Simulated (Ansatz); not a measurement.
# What uniaxial strain ε_zz = +0.50 % does to W

Base system: W in the bcc (W type) structure (space group Im-3m, No. 229; a = 3.169 Å; relaxed with 0.1 eV smearing). Axes: x, y, z lie along the cube axes.

Perturbation: uniaxial strain ε_zz = +0.50 %, all other strain components held at zero, atoms relaxed at fixed cell.

All numbers come from r2SCAN (Ansatz, an electronic-structure program, PAW, no spin-orbit coupling). k-mesh 29×29×29 (Γ-centred); smearing 0.1 eV (Fermi–Dirac).

```tsv
quantity	base	changed	shift
volume per atom	15.91 Å³	15.99 Å³	+0.08 Å³
space group	Im-3m (No. 229)	I4/mmm (No. 139)	–
energy relative to the base (free energy F)	0 meV/atom	+0.7 meV/atom	+0.7 meV/atom
pressure (mean of the normal stresses, compression positive)	0.0 GPa	-1.6 GPa	-1.6 GPa
band gap	zero	zero	–
stress (xx, yy, zz, yz, xz, xy; compression positive)	–	(-1.0, -1.0, -2.7, 0.0, 0.0, 0.0) GPa	–
```

Final structure:

```yaml
crystal:
  lattice:
    - [-1.58442, 1.58442, 1.59234]
    - [1.58442, -1.58442, 1.59234]
    - [1.58442, 1.58442, -1.59234]
  atoms:
    - { symbol: W, position: [0.00000, 0.00000, 0.00000] }
```

No phonon test of stability was made. All final runs are without spin polarisation.
